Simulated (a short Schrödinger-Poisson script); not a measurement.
Stack: single Ge/Si0.15Ge0.85 quantum well.

| layer | material | thickness (nm) |
|---|---|---|
| 1 | Si0.15Ge0.85 | 20 |
| 2 | Ge | 3 |
| 3 | Si0.15Ge0.85 | 20 |

The device is made up for the run: typed textbook-type constants, with dimensions and the other settings drawn at random. Ge: direct gap (eV) 0.88, conduction-band edge (eV) 0, electron mass (mₑ) 0.041, heavy-hole mass 0.21, light-hole mass 0.046. Si0.15Ge0.85: direct gap (eV) 1.36, conduction-band edge (eV) 0.4, electron mass (mₑ) 0.053, heavy-hole mass 0.24, light-hole mass 0.06.

The valence-band edge of each layer lies one gap below its conduction-band edge. The electron's potential energy rises along the stack by the applied field. Mesh 0.03 nm at interfaces.

Q: Estimate e1 and hh1 for infinitely high walls at zero field, and compare with the finite well.

A: ħ²π²/(2mL²) gives 1019.1 meV for the electron and 199.0 meV for the heavy hole. The finite well gives 206.1 and 42.3 meV, 0.20 and 0.21 of the estimates, as the states reach into the barriers (30 % of e1 lies outside the well).

Solved with a short Schrödinger-Poisson script written for these runs: one-band effective-mass equation with BenDaniel-Duke matching, electrons, heavy and light holes apart, hard walls at the outer ends, one valence edge for both holes (no strain splitting), no charge, excitons, band mixing or non-parabolicity; under a field the levels are quasi-bound states of a box, listed while three quarters of their weight lies within 4 nm of the wells.
